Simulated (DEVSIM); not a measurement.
System: Schottky contact on p-type Si, at 300 K.

Layer 1 from the left is Si, thickness (μm) 0.910, Na (cm⁻³) 5.1e16, τn (s) 0.00013, τp (s) 0.00013.

Left contact: Schottky, work function 4.424 eV, emission velocity 4.9e6 cm/s. Right contact: ohmic. Voltage is applied to the left contact. Recombination: SRH at mid-gap, radiative, Auger. Gap narrowing is on: ΔEg = 6.92 meV × (l + √(l² + 0.5)), l = ln(N/1.3e17 cm⁻³), shared equally by both band edges. Mobility is μmin + (μ − μmin)/(1 + (N/Nref)^α).

The device is made up for the run: typed textbook-type constants, with dimensions and the other settings drawn at random. Values at 300 K.

Si: gap (eV) 1.124, affinity (eV) 4.05, permittivity 11.7, Nc (cm⁻³) 2.86e19, Nv (cm⁻³) 3.1e19, μn (cm²/Vs) 1417, μp (cm²/Vs) 470, μn,min 52, μp,min 45, Nref,n 9.7e16, Nref,p 2.2e17, αn 0.68, αp 0.72, B (cm³/s) 4.7e-15, Cn (cm⁶/s) 2.8e-31, Cp (cm⁶/s) 9.9e-32.

Model (solved in DEVSIM): 1D drift-diffusion, Boltzmann statistics, complete ionisation; no tunnelling, impact ionisation, image-force lowering or self-heating. Metal contacts follow the ideal Schottky-Mott rule: no Fermi-level pinning, no interface dipoles.

Dark forward current:

```tsv
|V| (V)	|J| (A/cm²)
0.05	3.234e-5
0.10	0.0002541
0.15	0.001774
0.20	0.01217
0.25	0.08306
0.30	0.5642
0.35	3.795
0.40	24.71
0.45	141.2
0.50	558.6
0.55	1380
0.60	2483
```

Problem. Work out the local ideality factor n = ΔV / (kT/q · ln(J2/J1)) between the rows 0.15 and 0.20 V, 0.55 and 0.60 V.

Solution. kT/q = 25.85 mV. From 0.15 to 0.20 V: ln(0.01217/0.001774) = 1.926, n = 1.00, near the 1 of diffusion or emission over a barrier. From 0.55 to 0.60 V: ln(2483/1380) = 0.587, n = 3.29; the layers' resistance at their doping, Σ W/(qμN) = 3.1e-5 Ω cm², would take 34 mV of this step of 50 mV.

Problem. Estimate the current at 0.25 V for emission alone, J0 = q v N_band exp(−φB/kT), and read the barrier back from the simulated current.

Solution. φB = 0.750 eV, N_band = 3.10e19 cm⁻³, J0 = 6.11e-6 A/cm²; J = J0 (exp(qV/kT) − 1) = 0.0968 A/cm². The simulation gives 0.0831 A/cm²; the estimate lies 17 % above. Read backwards, the simulated current gives an apparent barrier of 0.754 eV. The estimate leaves out transport through the depletion region and minority injection.
